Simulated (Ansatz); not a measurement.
Start from LaP in the CsCl type structure (space group Pm-3m, No. 221; a = 3.6409 Å; a hypothetical phase, not in the database extracts checked; relaxed with 0.1 eV smearing). Axes: x, y, z lie along the cube axes.

Computed with Ansatz (a quantum-chemistry and plane-wave program), PBE, PAW, cutoff 420 eV, scalar-relativistic without spin-orbit coupling.

Modification: uniaxial strain ε_zz = +1.02 %, all other strain components held at zero; the atoms relax in the strained cell.

Task: Predict the stress tensor and what it implies for the stiffness.

Result: Stress of the strained cell less that of the base (GPa, compression positive):
```
   -0.4     0.0     0.0
    0.0    -0.4     0.0
    0.0     0.0    -1.4
```

Then −Δσ_ii/ε with ε = 0.0102 gives relaxed-ion elastic constants: C33 ≈ 135 GPa, C13 ≈ 42 GPa and C23 ≈ 42 GPa.

Stability against distortions was not tested. All final runs are without spin polarisation.
